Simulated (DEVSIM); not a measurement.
System: abrupt GaAs p-n junction, at 300 K.

| layer (left to right) | material | thickness (μm) | Nd (cm⁻³) | Na (cm⁻³) | τn (s) | τp (s) |
|---|---|---|---|---|---|---|
| 1 | GaAs | 0.460 | - | 2.5e15 | 6.9e-10 | 6.9e-10 |
| 2 | GaAs | 19.0 | 1.3e15 | - | 6.9e-10 | 6.9e-10 |

Left contact: ohmic. Right contact: ohmic. Voltage is applied to the left contact. Recombination: SRH at mid-gap, radiative. Mobility is constant in doping.

This is a model device: material constants are rounded textbook-type values typed into the input, and sizes, dopings and lifetimes were drawn at random. Values at 300 K.

```csv
parameter,GaAs
gap (eV),1.424
affinity (eV),4.07
permittivity,12.9
Nc (cm⁻³),4.7e17
Nv (cm⁻³),9e18
μn (cm²/Vs),8500
μp (cm²/Vs),400
B (cm³/s),2e-10
```

Model (solved in DEVSIM): 1D drift-diffusion, Boltzmann statistics, complete ionisation; no tunnelling, impact ionisation, image-force lowering or self-heating.

The doping Na of layer 1 was swept, all else fixed.

| doping Na of layer 1 (cm^-3) | potential step across the device at zero bias (V) | largest field in the device at zero bias (V/cm) | dark forward voltage at 100 A/cm² (V) | dark forward voltage at 1 A/cm² (V) |
|---|---|---|---|---|
| 7.5e13 | 0.969 | 12000 | 1.001 | 0.746 |
| 2.5e14 | 1.001 | 13000 | ? | ? |
| 7.5e14 | 1.029 | 13000 | 1.070 | 0.820 |
| 2.5e15 | 1.060 | 16000 | 1.103 | 0.868 |
| 7.5e15 | 1.088 | 18000 | 1.132 | 0.899 |
| 2.5e16 | 1.120 | 19000 | 1.156 | 0.922 |
| 7.5e16 | 1.148 | 22000 | 1.177 | 0.935 |

**Question.** Complete the blanks.

**Answer.** 
- 2.5e14, dark forward voltage at 100 A/cm² (V): 1.037
- 2.5e14, dark forward voltage at 1 A/cm² (V): 0.781
